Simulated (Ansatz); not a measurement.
Levels about the gap of amorphous Ti20O37N2 (59 atoms in a cell of 720 Å³, 3.64 g/cm³; zone centre alone, so wide bands show as single levels with stretches between that a denser mesh fills), at the geometry that PBE relaxed, where it gives 0.9 GPa on a denser mesh. The participation number counts the atoms over which a state spreads; weights are charges in smoothed Voronoi cells. The levels come from a single point, so bond lengths are those of that geometry. Method of the levels: PBE, scalar-relativistic without spin-orbit coupling (Ansatz, a quantum-chemistry and plane-wave program). Sampling: the zone centre alone; Fermi-Dirac width 0.02 eV; no spin polarisation. At PBE the levels at the filled edge of the gap are localised (band-tail or defect states), and the nearest spread-out levels lie 2.7 eV apart at the zone centre.

Preparation: random packing, a CHGNet melt and quench, and a DFT relaxation. O and N atoms were pushed apart under 1.9 Å during the dynamics, to hinder bonds among them. The hot cell started wider than the set density and was brought back towards it in steps. It is the lowest in DFT energy of 2 quenches. It is a model cell: composition and starting density were chosen by hand, and all elements were melted together. No dispersion term was used. Its density started from a set value of 3.64 and ended at 3.64 g/cm³. Cooling (nominally 240 K/ps over its main leg) ran many orders faster than in experiment, which tends to leave more defects and strain. One small periodic cell is one sample of the glass; other quenches scatter about these values. The volume was held where the preparation left it, at a PBE pressure of 0.9 GPa. Stress components on the final sampling reach 4.3 GPa.

| E - E(highest filled), eV | filling | participation number | largest on | weight O | weight Ti | weight N |
|---|---|---|---|---|---|---|
| -0.74 | filled | 20.0 | N, 3 neighbours | 0.76 | 0.11 | 0.14 |
| -0.63 | filled | 17.0 | O, 2 neighbours | 0.75 | 0.10 | 0.14 |
| -0.62 | filled | 21.0 | O, 2 neighbours | 0.71 | 0.11 | 0.18 |
| -0.49 | filled | 21.5 | O, 2 neighbours | 0.75 | 0.10 | 0.15 |
| -0.48 | filled | 6.6 | O, 2 neighbours | 0.92 | 0.08 | 0.00 |
| -0.07 | filled | 3.6 | N, 3 neighbours | 0.31 | 0.17 | 0.53 |
| 0.00 | filled | 4.1 | N, 4 neighbours | 0.37 | 0.14 | 0.49 |
| 2.19 | empty | 14.7 | Ti, 6 neighbours | 0.18 | 0.81 | 0.01 |
| 2.29 | empty | 7.9 | Ti, 6 neighbours | 0.18 | 0.82 | 0.01 |
| 2.36 | empty | 16.8 | Ti, 6 neighbours | 0.19 | 0.81 | 0.01 |
| 2.40 | empty | 11.7 | Ti, 5 neighbours | 0.16 | 0.82 | 0.02 |
| 2.45 | empty | 18.1 | Ti, 6 neighbours | 0.18 | 0.81 | 0.01 |
| 2.48 | empty | 14.1 | Ti, 6 neighbours | 0.18 | 0.81 | 0.01 |
| 2.49 | empty | 13.8 | Ti, 6 neighbours | 0.17 | 0.82 | 0.01 |

Most localised among these is the filled level at -0.07 eV, on a N atom, which has 3 neighbours (Ti 1.84 Å, Ti 1.94 Å, Ti 2.19 Å).
